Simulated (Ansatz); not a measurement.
TiO₂ (P2₁/c, No. 14, 12 atoms in the cell; start mp-430; high-pressure phase), treated with HSE06 in Ansatz (PAW).

Run with plane-wave cutoff 460 eV, 6×6×4 k mesh (along the axes of the cell as run), Fermi–Dirac smearing 0.01 eV, no spin polarisation, scalar-relativistic PAW data made under PBE.

Cell (relaxed with PBEsol):

```
CELL_PARAMETERS angstrom
      4.78082     0.00000    -0.00841
      0.00000     4.86146     0.00000
     -0.86585     0.00000     4.92689
ATOMIC_POSITIONS crystal
  Ti 0.27864 0.44498 0.71362
  Ti 0.72136 0.55502 0.28638
  Ti 0.72136 0.94498 0.78638
  Ti 0.27864 0.05502 0.21362
  O  0.44375 0.74142 0.96943
  O  0.55625 0.25858 0.03057
  O  0.55625 0.24142 0.53057
  O  0.44375 0.75858 0.46943
  O  0.06521 0.32788 0.34667
  O  0.93479 0.67212 0.65333
  O  0.93479 0.82788 0.15333
  O  0.06521 0.17212 0.84667
```

Predict the band gap, smallest direct gap on the k points sampled and direct gap at Γ.


- band gap = 3.80 eV (on the SCF k mesh) (indirect)
- smallest direct gap on the k points sampled = 3.89 eV
- direct gap at Γ = 4.04 eV

Note: cell and atoms aren't relaxed at this level (largest force component 0.23 eV/Å, pressure -0.9 GPa).

Static lattice: no zero-point or thermal effects.

Cost on a shared machine: around 13 core-minutes (rough).

A start named mp-… is a Materials Project structure, which need not be a measured phase.

Ansatz is a first-principles code.
